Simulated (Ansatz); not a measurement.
The reference is Sr in the fcc (Cu type) structure (space group Fm-3m, No. 225).

Space group Fm-3m (No. 225); a = 6.0999 Å, b = 6.0999 Å, c = 6.0999 Å, α = 90.00°, β = 90.00°, γ = 90.00°

```csv
atom,site,symmetry,x,y,z
Sr,4a,m-3m,0.0000,0.0000,0.0000
```
(The calculation used a cell of 1 atom; values per cell refer to that cell.)

Calculations: DFT with r2SCAN, PAW potentials and a 500 eV plane-wave cutoff in Ansatz (a quantum-chemistry and plane-wave program), no SOC.

For the base:

| Property | Value |
|---|---|
| Lattice parameter a | 6.100 Å |
| Band gap | zero |

Now apply this change: cell and atoms relaxed at a pressure of 0.7 GPa.

Question: What happens to the lattice parameter a?

Answer: The lattice parameter a decreases by 0.1114 Å to 5.988 Å.

Question: What does the calculation give for the band gap after the change?

Answer: The band gap remains zero.

Load acts through the strain it causes; cell and atoms are relaxed under it. Whether these cells are dynamically stable was not tested.
